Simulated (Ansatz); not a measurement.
Bi: element substitutions

Take Bi in the A7 type structure (space group R-3m, No. 166; layered) as the base.

```
CELL_PARAMETERS angstrom
      2.26080     1.30527     4.00940
     -2.26080     1.30527     4.00940
      0.00000    -2.61055     4.00940
ATOMIC_POSITIONS crystal
  Bi 0.23374 0.23374 0.23374
  Bi 0.76626 0.76626 0.76626
```

Each row replaces one element on all its sites; cell and atoms are relaxed.

All numbers come from r2SCAN+rVV10, PAW, 500 eV (Ansatz, an electronic-structure program; spin-orbit coupling left out), earlier PAW set.

```csv
change,space group,shortest interatomic distance
base,R-3m (No. 166),3.069 Å
Bi → Ni,Fm-3m (No. 225),2.452 Å
Bi → Si,Pm-3m (No. 221),2.524 Å
Bi → Sb,R-3m (No. 166),2.920 Å
```

Other magnetic orders, which the real material may have, were not ruled out. Whether these cells are dynamically stable was not tested. As relaxed here, Si is a hypothetical phase, not in the database extracts checked.
